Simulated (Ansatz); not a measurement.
# Li on the 1x1 (0001) surface of hcp Ti, one in a 2x2 cell, started at the site 'hollow Ti-Ti-Ti'

Computed with PBE (plane waves to 420 eV, PAW; Ansatz, an electronic-structure program).

Model: 17-atom slab, 6.8 Å thick at the start under the adsorbate (thin: gaps and levels are the slab's own), 6x6x1 mesh, Fermi-Dirac 0.1 eV, dipole correction, 8 atoms held, the rest relaxed; start symmetry kept, larger cells not searched; no spin, no spin-orbit, no U, no dispersion correction. At the end it is bonded to 3 Ti. In PBE this state lies 0.04 eV over the lowest of the starts that converged ('hollow Ti-Ti-Ti over Ti at depth 2.2 Å').

adsorption energy against an atom of bcc Li: -0.52 eV
work function of the top face: 2.51 eV
change of the work function: -1.89 eV
change of the step from the bottom to the top vacuum level, against the clean slab: -1.87 eV
energy released by relaxation: 0.032 eV
height of the binding atom over the mean of the host atoms within 0.3 Å of the top one: 2.442 Å
nearest host atoms of the binding atom: Ti at 2.99 Å, Ti at 2.99 Å, Ti at 2.99 Å
largest move of a host atom: 0.10 Å
cost: around 90 core-seconds (rough)

A negative adsorption energy means that the adsorbate is more stable on the surface than in its reference.
